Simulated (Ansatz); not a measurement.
Here is the system:

End structure of a constructed model of the (111) surface of fcc Ag, a pseudomorphic layer of Cu in the host's stacking (bottom of the slab: a bare face, its two planes held):

```xyz
7
Lattice="2.9334 0.0000 0.0000 -1.4667 2.5404 0.0000 0.0000 0.0000 30.5000" Properties=species:S:1:pos:R:3 pbc="T T T"
Ag     0.0000     1.6936     8.0914
Ag     1.4667     0.8468    10.4865
Ag     0.0000     0.0000    12.8820
Ag     0.0000     1.6936    15.2772
Ag     1.4667     0.8468    17.6623
Ag     0.0000     0.0000    20.0505
Cu     0.0000     1.6936    22.1333
```

Slab: 7 atoms, 14.3 Å thick at the start with caps and adatoms; k 15x15x1, smearing 0.1 eV, dipole-corrected; 2 atoms held, the rest relaxed; held to the start's symmetry, so lower structures may exist; no spin, no spin-orbit, no U. In PBE it is, or lies within 0.01 eV a 1x1 cell of, the lowest of the 2 structures of its composition computed so far; subsurface sites and larger cells were not tried.

Task: What is the computed work function of the top face (PBE in Ansatz, a first-principles code)?

Result: 4.36 eV
